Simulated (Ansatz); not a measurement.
**CaF2: pressure series**

Take CaF2 in the fluorite structure (space group Fm-3m, No. 225; a = 5.439 Å) as the base.

Cell and atoms are relaxed at each pressure.

Level of theory: r2SCAN (Ansatz, an electronic-structure program; PAW; 500 eV plane waves; no spin-orbit coupling).

Candidates:
(a) pressure 9 GPa
(b) pressure 30 GPa
(c) pressure −2 GPa
(d) pressure −1 GPa
(e) pressure 60 GPa

Before the change:

```
Item        Value
--------  -------
Band gap  8.03 eV
```

**Question.** Order them by band gap, lowest first.

**Answer.** (c) pressure −2 GPa (7.89 eV), (d) pressure −1 GPa (7.96 eV), (a) pressure 9 GPa (8.55 eV), (b) pressure 30 GPa (9.36 eV), (e) pressure 60 GPa (9.65 eV)

Load acts through the strain it causes; cell and atoms are relaxed under it. Whether these cells are dynamically stable was not tested. Competing high-pressure phases were not computed.
